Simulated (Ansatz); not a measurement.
# Thickness series in SnO

The parent structure is SnO in the litharge type structure (space group P4/nmm, No. 129; a = 3.7934 Å, c = 4.7643 Å; layered, stacked along the Cartesian z axis).

Free-standing slabs (4 atom(s) a layer) normal to the stacking axis with 15 Å of vacuum; in-plane cell relaxed.

Calculations: r2SCAN+rVV10/PAW in Ansatz (a quantum-chemistry and plane-wave program), spin-orbit coupling left out.

Notes on the quantities. excess energy per area of both faces: slab less bulk energy over the cell's area: twice a surface energy; uncertain by up to 0.1 J/m².

| change | in-plane lattice parameter a | band gap | excess energy per area of both faces | thickness between the outermost nuclei |
|---|---|---|---|---|
| base | 3.793 Å | zero | – | – |
| 1 layer | 3.755 Å | 3.42 eV | 0.50 J/m² | 2.35 Å |
| 2 layers | 3.774 Å | 1.15 eV | 0.5 J/m² | 7.13 Å |
| 3 layers | 3.781 Å | 0.55 eV | 0.5 J/m² | 11.90 Å |

Slab and bulk use different k-meshes, which limits the precision of the excess energy. Whether these cells are dynamically stable was not tested. All final runs are without spin polarisation. A zero or small gap of SnO can be the functional's error rather than a property of the material.
